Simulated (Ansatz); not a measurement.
**Migration barriers: V vacancy in bcc V, neutral cell**

Defect migration in bcc V: V vacancy, neutral cell. Method: PBE, PAW (plane waves to 420 eV; Ansatz, an electronic-structure program).

Cell of 36 host sites held at the relaxed PBE lattice; a 2×2×3 k-point mesh shifted by half a step; Fermi-Dirac width 0.10 eV, spin-restricted; finite-size errors left in. No zero-point or tunnelling terms. Forms of the defect that were not tried may lie lower.

Barriers: single points on a 3×3×5 k-point mesh shifted by half a step at the bands' geometries.

| Route | Start site over the lowest site run (eV) | Hop (Å) | Forward barrier (eV) | Backward barrier (eV) | Neighbours at the start | Neighbours at the saddle | Saddle order | Forward, on the band's own sampling (eV) |
|---|---|---|---|---|---|---|---|---|
| one V atom jumps into the vacancy from a nearby V site | 0.00 | 2.37 | 0.45 | 0.45 | V at 2.56, 5 V at 2.61, V at 2.68, 2 V at 2.88, V at 2.89, 2 V at 3.06, V at 3.11 Å | 2 V at 2.52, 4 V at 2.56, 2 V at 3.17, 4 V at 3.21 Å | not checked, on a symmetry element | 0.48 |

Paths come from nudged elastic bands with a climbing image.  A band can be held on a symmetry element, so unchecked saddle points there may be too high.

The whole set of runs took around 1.0 core-hours (rough).
